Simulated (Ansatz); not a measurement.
Worked example: self-consistent single point of SnTe (Fm-3m, 2 atoms in the cell) in Ansatz (a quantum-chemistry and plane-wave program).

Level of theory: PBEsol, default PAW files made with PBE (plane waves; Ansatz).

```yaml
crystal:
  lattice:
    - [0.00000, 3.12401, 3.12401]
    - [3.12401, 0.00000, 3.12401]
    - [3.12401, 3.12401, 0.00000]
  atoms:
    - { symbol: Sn, position: [0.00000, 0.00000, 0.00000] }
    - { symbol: Te, position: [0.50000, 0.50000, 0.50000] }
```

Reference input (self-consistent single point, DFT, PBE, plane waves, default PAW files): basis.ecutwfc = 30.9 Ry; kpoints.mp_grid.grid = 6 6 6; hamiltonian.xc = pbe; hamiltonian.pseudopotentials = {kind: paw} (the program's default PAW files); scf.occupations.method = gaussian; scf.occupations.width = 0.01 Ry. This run's input differs from it in these lines:

Ansatz 0.2 input:
```diff
@@ -13,3 +13,3 @@
 hamiltonian:
-  xc: pbe
+  xc: pbesol
   pseudopotentials: { kind: paw }
```

Output, abridged:

```
SCF iter   1: F=—  HF=-12851.851413 eV  |F-HF|=—  |Δ(HF+E_count)|=         —  Δρ=2.28e-3  dr2=2.56e-3  ethr=1.77e-3  ⟨swp⟩=6.1  Hψ=1536  notcnv=0
all-band conjugate gradients solve this SCF's bands
preconditioner: auto → none
SCF iter   2: F=—  HF=-12851.848648 eV  |F-HF|=—  |Δ(HF+E_count)|=   2.76e-3  Δρ=9.69e-4  dr2=4.24e-4  ethr=8.53e-6  ⟨swp⟩=2.3  Hψ=651  notcnv=0
SCF iter   3: F=—  HF=-12851.848634 eV  |F-HF|=—  |Δ(HF+E_count)|=   1.42e-5  Δρ=2.33e-4  dr2=2.98e-5  ethr=1.41e-6  ⟨swp⟩=2.1  Hψ=545  notcnv=0
SCF iter   4: F=—  HF=-12851.848623 eV  |F-HF|=—  |Δ(HF+E_count)|=   1.12e-5  Δρ=8.85e-5  dr2=3.81e-6  ethr=9.93e-8  ⟨swp⟩=2.0  Hψ=544  notcnv=0
iter 5 did not close the SCF: its close was put off for the readings that it lacked (scf_convergence_deferred on its scf_iter line)
SCF iter   5: F=-12851.848624 eV  HF=-12851.848624 eV  |F-HF|=3.61e-8  |Δ(HF+E_count)|=   1.35e-6  Δρ=1.53e-5  dr2=9.90e-8  ethr=1.27e-8  ⟨swp⟩=2.2  Hψ=352  notcnv=0
SCF iter   6: F=-12851.848624 eV  HF=-12851.848624 eV  |F-HF|=6.40e-10  |Δ(HF+E_count)|=   4.11e-8  Δρ=1.49e-6  dr2=7.98e-10  ethr=3.30e-10  ⟨swp⟩=4.2  Hψ=1435  notcnv=0
SCF 1 converged in 6 iterations: F = -12851.848624 eV  dr2 = 7.98e-10
Free energy (F): -12851.848624 eV
Internal energy: -12851.847076 eV  (E = F + TS)
E sigma→0 (E₀):  -12851.847850 eV
Entropy (-TS):   -0.001548 eV (-0.774 meV/atom)
Fermi energy:    9.963341 eV
--- Forces (eV/Å), atoms counted from 1 ---
  atom   1  Sn    -0.00000000     0.00000000    -0.00000000
  atom   2  Te     0.00000000    -0.00000000    -0.00000000
--- Stress (GPa, compression-positive) ---
        0.946404       0.000000       0.000000
        0.000000       0.946404      -0.000000
       -0.000000       0.000000       0.946404
  P = ⅓ Tr σ = 0.9464 GPa (9.464 kbar)
  The stress holds the Pulay correction. Without it, at fixed plane waves, as pw.x and ABINIT print it: P = 0.9146 GPa
```

The run converged in 6 iterations. Against the reference run the pressure goes from 3.67 to 0.95 GPa.

The starting cell comes from a database of computed structures (which also holds hypothetical and non-ambient phases and stackings), without a prior relaxation at this level. Its lattice was rescaled by a random factor within 2.5 % of one. Ansatz's pressure includes its estimate of the finite-basis (Pulay) stress. A gap is left out here, as mesh or smearing make it unsure.
